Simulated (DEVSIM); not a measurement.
Structure: Schottky contact on n-type GaP, at 300 K.

```csv
layer (left to right),material,thickness (μm),Nd (cm⁻³),τn (s),τp (s)
1,GaP,8.50,1.2e16,4e-7,4e-7
2,GaP,24.0,1.9e18,4e-7,4e-7
```

Left contact: Schottky, work function 5.07 eV, emission velocity 2e6 cm/s. Right contact: ohmic. Voltage is applied to the left contact. Recombination: SRH at mid-gap, radiative. Mobility is μmin + (μ − μmin)/(1 + (N/Nref)^α).

Constants are typed, rounded textbook-type inputs, not results; the design itself was drawn at random and stands for no fabricated device. Values at 300 K.

| parameter | GaP |
|---|---|
| gap (eV) | 2.26 |
| affinity (eV) | 3.8 |
| permittivity | 11.1 |
| Nc (cm⁻³) | 1.8e19 |
| Nv (cm⁻³) | 1.9e19 |
| μn (cm²/Vs) | 250 |
| μp (cm²/Vs) | 150 |
| μn,min | 10 |
| μp,min | 10 |
| Nref,n | 4.4e18 |
| Nref,p | 1e18 |
| αn | 0.8 |
| αp | 0.85 |
| B (cm³/s) | 1e-13 |

DEVSIM, 1D drift-diffusion, Boltzmann statistics, complete ionisation; no tunnelling, impact ionisation, image-force lowering or self-heating. Metal contacts follow the ideal Schottky-Mott rule: no Fermi-level pinning, no interface dipoles.

Task: Give the small-signal capacitance in reverse bias (quasi-static).

Result: 
```tsv
V (V)	C (nF/cm²)
-0.04	29.4
-0.1	28.6
-0.2	27.4
-0.3	26.4
-0.4	25.5
-0.6	23.9
-0.8	22.6
-1	21.4
-1.3	20.0
-1.6	18.9
-2	17.6
```
